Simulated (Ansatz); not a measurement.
Input:

```yaml
crystal:
  lattice:
    - [3.84480, 0.00000, 0.00000]
    - [1.92240, 3.32969, 0.00000]
    - [0.00000, 0.00000, 19.70890]
  atoms:
    - { symbol: O, position: [0.66667, 0.16667, 0.38330] }
    - { symbol: Ce, position: [0.33333, 0.83333, 0.42165] }
    - { symbol: O, position: [0.00000, 0.50000, 0.46245] }
    - { symbol: O, position: [0.33333, 0.83333, 0.53755] }
    - { symbol: Ce, position: [0.00000, 0.50000, 0.57835] }
    - { symbol: O, position: [0.66667, 0.16667, 0.61670] }
```

No spin polarisation.

Level of theory: Ansatz (a quantum-chemistry and plane-wave program) r2SCAN, no spin-orbit coupling. Γ-centred 10×10×1 mesh, Fermi–Dirac width 0.05 eV. The cell is a slab with vacuum along z.

**Question.** Predict the layer's space group, band gap and smallest direct gap.

**Answer.** 
- Layer's space group (with vacuum): P-3m1 (No. 164)
- Band gap: 2.11 eV
- Smallest direct gap: 2.17 eV

Stability against distortions was not tested. The final runs are not spin-polarised. The cell was made from CeO₂ in the fluorite structure (space group Fm-3m, No. 225) by this change: a free-standing slab of 2 layers (6 atoms, 3 a layer) is cut normal to [111], with 15 Å of vacuum and the in-plane cell held at bulk.
